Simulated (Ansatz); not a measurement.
We consider Ag (Im-3m, No. 229, 1 atom in the cell; start mp-2646971; another form than the element's usual one), described by PBEsol in Ansatz (plane waves, PAW).

Run with plane-wave cutoff 520 eV, 24×24×24 k mesh, Fermi–Dirac smearing 0.05 eV, no spin polarisation, scalar-relativistic PAW data made under PBE.

Cell (relaxed at this level):

```yaml
crystal:
  lattice:
    - [-1.61245, 1.61245, 1.61245]
    - [1.61245, -1.61245, 1.61245]
    - [1.61245, 1.61245, -1.61245]
  atoms:
    - { symbol: Ag, position: [0.00000, 0.00000, 0.00000] }
```

Problem. Estimate the bulk modulus B0 that the calculation returns.

Solution. 
- bulk modulus B0: 115 GPa

The run finds no gap.

Note: the bulk modulus is −V dP/dV from two relaxed cells at ±2 % in volume; the relaxation could not lower the start's symmetry, so the cell can be a saddle point above a distorted one.

Static lattice: no zero-point or thermal effects.

A start named mp-… is a Materials Project structure, which need not be a measured phase.

Ansatz is a quantum-chemistry and plane-wave program.
